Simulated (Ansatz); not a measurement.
The starting structures come from a database of crystals and need not be the phases stable at ambient conditions.

By PBEsol, the system below comes out a metal.

Without scattering a metal conducts by its projected Fermi surface.

```
MnV
1.0
    2.85577     0.00000     0.00000
    0.00000     2.85577     0.00000
    0.00000     0.00000     2.85577
Mn V
1 1
Direct
  0.00000   0.00000   0.00000
  0.50000   0.50000   0.50000
```

The cell is taken as given; by PBEsol it stands under a pressure of -5.0 GPa.

The current flows along the normal of the first two printed cell vectors, the (001) plane of the conventional cell. No spin-orbit coupling; the value is a mean over 0.1 eV about the Fermi level.

### Question
Give the ballistic conductance per area that Ansatz (an electronic-structure program) with PBEsol yields.

### Answer
0.56 × 10¹⁵ S/m² for both spins.
